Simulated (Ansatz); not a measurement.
Response to strain in hypothetical P6_422 BeS

The parent structure is BeS (space group P6_422, No. 181; a = 3.452 Å, c = 7.812 Å; a hypothetical phase, not in the database extracts checked). Axes: x lies along a and z along c of the hexagonal cell.

Strains are applied to the cell and any free atomic positions relax; under biaxial strain the out-of-plane vector relaxes too; under stress the whole cell relaxes.

Levels (all Ansatz, a quantum-chemistry and plane-wave program, PAW): PBE (420 eV, no spin-orbit coupling); PBEsol (420 eV, no spin-orbit coupling).

The base cell above is that of PBE; each level relaxes its own structures.

```json
[
 {"case": "biaxial strain −1.85 %, plane normal [001], relaxed out of plane", "shortest interatomic distance, PBE": "2.144 Å", "shortest interatomic distance, PBEsol": "(withheld)"},
 {"case": "biaxial strain +2.01 %, plane normal [001], relaxed out of plane", "shortest interatomic distance, PBE": "2.183 Å", "shortest interatomic distance, PBEsol": "2.164 Å"},
 {"case": "strain tensor (xx, yy, zz, yz, xz, xy) = (+0.89, −1.66, −0.26, −1.73, +0.59, −0.54) %", "shortest interatomic distance, PBE": "2.120 Å", "shortest interatomic distance, PBEsol": "(withheld)"},
 {"case": "uniaxial stress, 5 GPa tension along z", "shortest interatomic distance, PBE": "2.176 Å", "shortest interatomic distance, PBEsol": "2.158 Å"}
]
```

Q: Complete the table.

A: 
- biaxial strain −1.85 %, plane normal [001], relaxed out of plane, shortest interatomic distance, PBEsol: 2.126 Å
- strain tensor (xx, yy, zz, yz, xz, xy) = (+0.89, −1.66, −0.26, −1.73, +0.59, −0.54) %, shortest interatomic distance, PBEsol: 2.106 Å

PBE lies above PBEsol in every row, by 0.014 Å to 0.019 Å. They put the cases in the same order.

Stability under load was not tested beyond the relaxation. The base started in P3_121 and relaxed to P6_422 at this level.
